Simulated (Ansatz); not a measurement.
# Effect of isotropic strain −1.50 % on K

Base system: K in the bcc (W type) structure (space group Im-3m, No. 229; a = 5.215 Å; relaxed with 0.1 eV smearing).

Now apply this change: every lattice vector is shortened by 1.50 %, atoms relaxed at fixed cell.

Computed with plane-wave PAW DFT at the PBEsol level (Ansatz, a quantum-chemistry and plane-wave program, 420 eV), no SOC. Settings: 18×18×18 k-points, 0.1 eV Fermi–Dirac smearing.

The volume per atom falls by 3.14 Å³, from 70.90 Å³ to 67.76 Å³ and the space group remains Im-3m (No. 229). The energy goes up by 1.9 meV/atom and the pressure goes from zero to 0.2 GPa. The band gap remains zero.

Final structure:

```xyz
1
Lattice="-2.5682 2.5682 2.5682 2.5682 -2.5682 2.5682 2.5682 2.5682 -2.5682" Properties=species:S:1:pos:R:3 pbc="T T T"
K      0.0000     0.0000     0.0000
```

Stability against distortions was not tested.
